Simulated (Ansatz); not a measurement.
Start from Ga2O3 in the corundum structure (space group R-3c, No. 167; a = 4.950 Å, c = 13.306 Å (hexagonal axes)). Axes: x lies along a and z along c of the hexagonal cell.

The values are results of Ansatz (an electronic-structure program), LDA, PAW, cutoff 420 eV, spin-orbit coupling left out, not measurements.

Strains are applied to the cell and any free atomic positions relax.

One change was made to it. Results:

The energy rises by 5.4 meV/atom; the pressure (mean of the normal stresses, compression positive) goes from zero to -4.68 GPa; the electron mass changes from 0.24 mₑ (at Γ) to 0.23 mₑ (at Γ).

Problem. Which change produced these results?
A. uniaxial strain ε_zz = +2.25 %
B. uniaxial strain ε_zz = +0.75 %
C. uniaxial strain ε_zz = +3.00 %
D. uniaxial strain ε_zz = +1.50 %

Solution. A, uniaxial strain ε_zz = +2.25 %. For comparison, the energy relative to the base in the other runs: uniaxial strain ε_zz = +0.75 % gives +0.6 meV/atom; uniaxial strain ε_zz = +3.00 % gives +9.5 meV/atom; uniaxial strain ε_zz = +1.50 % gives +2.4 meV/atom.

The levels and masses belong to the bands next to the band gap. Masses are band curvatures over ±0.01 Å⁻¹ around the edge. Whether these cells are dynamically stable was not tested.
